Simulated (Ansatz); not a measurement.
Start from MoTe₂ (space group P6_3/mmc, No. 194; a = 3.497 Å, c = 13.696 Å; layered, stacked along the Cartesian z axis). Axes: x lies along a and z along c of the hexagonal cell.

Computed with PBE-D3(BJ) in Ansatz (plane waves to 420 eV, PAW, no SOC).

It is then changed as follows: uniaxial strain ε_zz = −0.60 %, all other strain components held at zero; the atoms relax in the strained cell.

### Question
Predict the stress tensor and what it implies for the stiffness.

### Answer
Stress of the strained cell less that of the base (GPa, compression positive):
```
   0.09    0.00    0.00
   0.00    0.09    0.00
   0.00    0.00    0.40
```

Then −Δσ_ii/ε with ε = -0.0060 gives relaxed-ion elastic constants: C33 ≈ 67 GPa.

No phonon test of stability was made. The program warned that a D3 coordination switch lies within reach, so dispersion energies are less smooth here.

Ansatz is a quantum-chemistry and plane-wave program.
